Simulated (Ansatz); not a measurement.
**BN: biaxial strain +0.69 %, plane normal [001], relaxed out of plane**

The reference is BN in the zinc blende structure (space group F-43m, No. 216; a = 3.6051 Å). Axes: x, y, z lie along the cube axes.

One thing is altered: tensile biaxial strain of 0.69 % in the plane normal to [001], as in epitaxy on a mismatched substrate; the out-of-plane cell vector and the atoms relax.

Method: PBEsol/PAW in Ansatz (a first-principles code), no spin-orbit coupling, earlier PAW set. Γ-centred 16×16×16 mesh, Fermi–Dirac width 0.05 eV.

```csv
quantity,base,changed,shift
volume per atom,5.86 Å³,5.92 Å³,+0.06 Å³
space group,F-43m (No. 216),I-4m2 (No. 119),–
energy relative to the base (free energy F),0 meV/atom,+1.5 meV/atom,+1.5 meV/atom
"pressure (mean of the normal stresses, compression positive)",-0.01 GPa,-4.00 GPa,-3.99 GPa
band gap,4.29 eV,4.10 eV,-0.19 eV
gap character,–,"indirect, Γ → M",–
smallest direct gap,8.80 eV,8.64 eV,-0.16 eV
electron mass,"0.89 mₑ along k, 0.29 mₑ across (at X)","0.88 mₑ along k, 0.30 mₑ across (at X)",–
"valence-band top at Γ (three highest levels, from the VBM)","0.00, 0.00, 0.00 eV","0.00, -0.10, -0.10 eV",–
"valley order (the lowest conduction-band minima on the path, energy above the VBM, named in the base's zone)",X along ⟨100⟩ 4.29 eV,X along [001] 4.10 eV; X along [100] 4.28 eV,–
out-of-plane strain,–,-0.32 %,–
```

Final structure (turned so that z lies along the plane normal):

```yaml
crystal:
  lattice:
    - [2.56679, 0.00000, 0.00000]
    - [0.00000, 2.56679, 0.00000]
    - [1.28340, -1.28340, 1.79682]
  atoms:
    - { symbol: N, position: [0.25000, 0.25000, 0.50000] }
    - { symbol: B, position: [0.00000, 0.00000, 0.00000] }
```

Effective masses come from finite differences of ±0.01 Å⁻¹. Along k means along the line from Γ to the band edge. Whether these cells are dynamically stable was not tested. Labels are those of the standard path for the cell's own space group.
